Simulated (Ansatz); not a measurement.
System: B20 (FeSi-type) CoSi. Method: r²SCAN (Ansatz, a first-principles code, plane waves, PAW).

Numerical settings: plane-wave cutoff 500 eV, 10×10×10 k mesh, Fermi–Dirac smearing 0.05 eV, no spin polarisation, scalar-relativistic PAW data made under PBE.

Computed at the level's own relaxed cell.

Task: Estimate the volume per atom and equilibrium lattice constant a that the calculation returns.

Result: 
volume per atom: 10.53 Å³/atom
equilibrium lattice constant a: 4.383 Å

Measured, for comparison: equilibrium volume per atom 10.97 Å³/atom, lattice constant a 4.444 Å (temperature not stated, no zero-point or thermal correction; as tabulated in Wikipedia's data pages). Computed (rounded) less measured: equilibrium volume per atom -4.0 %, lattice constant a -1.4 %. A static lattice is as a rule a little smaller and stiffer than an uncorrected measurement, which narrows the difference in the lattice constant a and would widen misses of the other sign.

Computed values are for the static lattice.
